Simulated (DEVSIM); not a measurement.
Device: Ni/Al2O3/p-Si capacitor, at 250 K.

| layer (left to right) | material | thickness (nm) | Na (cm⁻³) |
|---|---|---|---|
| 1 | Al2O3 | 2.20 | - |
| 2 | Si | 360 | 2.6e18 |

Metal gate on the left, work function 5.1 eV. Fixed charge at the semiconductor interface 0 cm⁻² (in units of +e); no interface traps.

Constants are typed, rounded textbook-type inputs, not results; the design itself was drawn at random and stands for no fabricated device. Values at 300 K; Nc and Nv go as T^1.5, mobilities as T to minus their exponent, the gap by Varshni's rule with the affinity fixed.

| parameter | Al2O3 | Si |
|---|---|---|
| gap (eV) | 6.8 | 1.124 |
| affinity (eV) | 1.35 | 4.05 |
| permittivity | 9 | 11.7 |
| Nc (cm⁻³) | - | 2.86e19 |
| Nv (cm⁻³) | - | 3.1e19 |
| Varshni α (eV/K) | - | 0.000473 |
| Varshni β (K) | - | 636 |

Model (solved in DEVSIM): 1D Poisson equation in equilibrium, Boltzmann statistics, complete ionisation; no quantum confinement or tunnelling. Metal contacts follow the ideal Schottky-Mott rule: no Fermi-level pinning, no interface dipoles.

Problem. Tabulate band edges, carrier densities and field at 0.7 V on the gate.

Solution. Energies count from the Fermi level of the right contact; mesh points crowd at the junctions.

| x (μm) | Ec (eV) | Ev (eV) | n (cm⁻³) | p (cm⁻³) | field (V/cm) |
|---|---|---|---|---|---|
| 0.000 | 3.050 | -3.750 | < 1e2 | < 1e2 | 850000 |
| 0.0006252 | 3.103 | -3.697 | < 1e2 | < 1e2 | 850000 |
| 0.001173 | 3.150 | -3.650 | < 1e2 | < 1e2 | 850000 |
| 0.001778 | 3.201 | -3.599 | < 1e2 | < 1e2 | 850000 |
| 0.002613 | 0.563 | -0.573 | 9.6e7 | 6.7e7 | 640000 |
| 0.003743 | 0.633 | -0.503 | 3800000 | 1.7e9 | 590000 |
| 0.005678 | 0.740 | -0.397 | 27000 | 2.4e11 | 510000 |
| 0.01014 | 0.929 | -0.207 | < 1e2 | 1.6e15 | 330000 |
| 0.01665 | 1.063 | -0.073 | < 1e2 | 8.0e17 | 92000 |
| 0.02692 | 1.088 | -0.048 | < 1e2 | 2.6e18 | 1600 |
| 0.04540 | 1.089 | -0.048 | < 1e2 | 2.6e18 | ≈ 0 |
| 0.09103 | 1.089 | -0.048 | < 1e2 | 2.6e18 | ≈ 0 |
| 0.1502 | 1.089 | -0.048 | < 1e2 | 2.6e18 | ≈ 0 |
| 0.2340 | 1.089 | -0.048 | < 1e2 | 2.6e18 | ≈ 0 |
| 0.2996 | 1.089 | -0.048 | < 1e2 | 2.6e18 | ≈ 0 |
| 0.3249 | 1.089 | -0.048 | < 1e2 | 2.6e18 | ≈ 0 |
| 0.3409 | 1.089 | -0.048 | < 1e2 | 2.6e18 | ≈ 0 |
| 0.3498 | 1.089 | -0.048 | < 1e2 | 2.6e18 | ≈ 0 |
| 0.3567 | 1.089 | -0.048 | < 1e2 | 2.6e18 | ≈ 0 |
| 0.3595 | 1.089 | -0.048 | < 1e2 | 2.6e18 | ≈ 0 |
| 0.3610 | 1.089 | -0.048 | < 1e2 | 2.6e18 | ≈ 0 |
| 0.3622 | 1.089 | -0.048 | < 1e2 | 2.6e18 | ≈ 0 |
